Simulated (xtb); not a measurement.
xtb 6.7.1, GFN2-xTB: Ta(O)(Cl)2(Me) ([CH3][Ta](=[O])([Cl])[Cl]), 8 atoms. The geometry is a generated start, not checked to be a minimum at this level.

```
Item                       Value
-----------------  -------------
run flags                 --grad
method                  GFN2-xTB
--acc                1 (default)
--etemp (K)        300 (default)
basis functions               41
valence electrons             32
```

```xyz
8

Ta     0.7196    -0.7850    -0.3043
O      1.7160     0.0450    -1.4001
Cl     1.6463    -1.4557     1.5886
Cl    -0.5422    -2.3949    -1.1439
C     -0.7018     0.9262     0.2459
H     -0.1629     1.7673     0.6820
H     -1.4530     0.5940     0.9664
H     -1.2220     1.3032    -0.6347
```

Charge 0 and multiplicity 1 are set for this test and not shown to be the ground state.

One run each on 1 thread. Values of broydamp tried: 0.02, 0.05, 0.1, 0.2, 0.4 (default), 0.6, 0.8, 1.

Task: Which value of broydamp needs the fewest SCC iterations, and what happens away from it?

Result: Fewest SCC iterations, within one of each other: 0.4 (default) with 15, 0.6 with 15, 0.8 with 16. The count rises to 24 at 0.02. All converge to one solution.

```tsv
broydamp	SCC iterations	end
0.02	24	same solution
0.05	22	same solution
0.1	20	same solution
0.2	18	same solution
0.4 (default)	15	same solution
0.6	15	same solution
0.8	16	same solution
1	17	same solution
```
